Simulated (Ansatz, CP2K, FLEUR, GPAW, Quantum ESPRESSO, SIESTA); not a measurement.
## TiPt₃ (P6_3/mmc, 8 atoms in the cell) computed with different codes at matched settings

Self-consistent single point, at a second geometry (lattice scaled by 0.98). First geometry:

```
TiPt3
1.0
    5.66955     0.00000     0.00000
   -2.83477     4.90997     0.00000
    0.00000     0.00000     4.56803
Ti Pt
2 6
Direct
  0.33333   0.66667   0.75000
  0.66667   0.33333   0.25000
  0.16720   0.33441   0.25000
  0.83279   0.66559   0.75000
  0.83279   0.16720   0.75000
  0.16720   0.83279   0.25000
  0.66559   0.83279   0.25000
  0.33441   0.16720   0.75000
```

Shared settings, as Ansatz (an electronic-structure program) writes them: kpoints.mp_grid.grid = 5 5 5; scf.occupations.method = gaussian; scf.occupations.width = 0.0073 Ry. Potentials and cutoffs stand in the table.

```
code                                                                                                                                 model  ΔF from the first geometry (meV/atom)  pressure (GPa)  largest force (eV/Å)           cutoff
----------------  ------------------------------------------------------------------------------------------------------------------------  -------------------------------------  --------------  --------------------  ---------------
Quantum ESPRESSO                                                                       LDA (PZ), GBRV 1.5 ultrasoft (LDA) pseudopotentials                                  -86.2           -8.22                 0.018            50 Ry
GPAW                                                                         LDA (Perdew-Wang 92), GPAW PAW datasets LDA (gpaw-data 1.0.1)                                  -85.2           -8.14                 0.040           850 eV
FLEUR                                                         LDA (Perdew-Zunger), all-electron FLAPW (FLEUR), scalar-relativistic valence                                      –               –                 0.020  Kmax 4.1 1/bohr
SIESTA            LDA PW92, numerical atomic orbitals DZP, PseudoDojo LDA standard norm-conserving potentials (rewritten from UPF to PSML)                                  -86.2           -7.84                 0.016      grid 300 Ry
CP2K                                                  LDA (Pade form), GPW, DZVP-MOLOPT-SR-GTH basis, GTH-PADE potentials (GTH_POTENTIALS)                                 -217.8          -33.08                 0.180      grid 600 Ry
Ansatz                                                                                                 LDA (PW92), PAW files made with PBE                                  -85.1           -7.96                 0.013          default
```

A dash marks a value that a program does not give, or that is left out as unsure.

On Ansatz's run: spin-orbit coupling is off. Spin polarisation is off.

The spread over the programs that give each value: ΔF from the first geometry within 132.7 meV/atom; pressure within 25.24 GPa; largest force within 0.167 eV/Å.

SIESTA and CP2K use small atom-centred bases, whose incompleteness enters pressures, forces and empty levels differently from a plane-wave cutoff. FLEUR treats all electrons, but the usual bases taken here (sphere radii, linearisation, local orbitals, empty states) were not tested for convergence, so the values are no reference for the others. Ansatz's pressure is given at a fixed set of plane waves, as the other plane-wave codes print theirs; with its correction for the finite basis it is -7.92 GPa. The same LDA comes in different parametrisations, which differ slightly. In the pressure, CP2K (by 24.94) lies more than 1 GPa from the median of the plane-wave programs. In the force vectors, CP2K (by 0.198) lies more than 0.08 eV/Å from the median of the plane-wave programs.

The starting cell comes from a database of computed structures (which also holds hypothetical and non-ambient phases and stackings), without a prior relaxation at this level. Its lattice was rescaled by a random factor within 2.5 % of one. For this run, on top of that: lattice scaled by 0.98.

Keys are those of Ansatz 0.2.
